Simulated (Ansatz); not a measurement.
The parent structure is ZnS in the wurtzite structure (space group P6_3mc, No. 186; a = 3.8453 Å, c = 6.3052 Å). Axes: x lies along a and z along c of the hexagonal cell.

Calculations: PBE (Ansatz, a first-principles code; PAW; 420 eV plane waves; without spin-orbit coupling).

Before the change:

| Property | Result |
|---|---|
| Electron mass | 0.16 mₑ along c, 0.18 mₑ across (at Γ) |
| Band gap | 2.08 eV |
| Volume per atom | 20.18 Å³ |

Modification: tensile biaxial strain of 1.80 % in the plane normal to [001], as in epitaxy on a mismatched substrate; the out-of-plane cell vector and the atoms relax.

**Question.** Estimate the effect on the electron mass.

**Answer.** The electron mass becomes 0.16 mₑ out of plane, 0.17 mₑ in plane (at Γ) (base: 0.16 mₑ along c, 0.18 mₑ across (at Γ)).

**Question.** What happens to the hole mass?

**Answer.** The hole mass is 0.15 mₑ out of plane, 1.5 mₑ in plane (at Γ).

**Question.** Estimate the effect on the band gap.

**Answer.** The band gap drops by 0.10 eV, from 2.08 eV to 1.98 eV.

**Question.** Estimate the effect on the volume per atom.

**Answer.** The volume per atom increases by 0.524 Å³ (20.18 Å³ → 20.71 Å³).

Masses are band curvatures over ±0.01 Å⁻¹ around the edge. Whether these cells are dynamically stable was not tested.
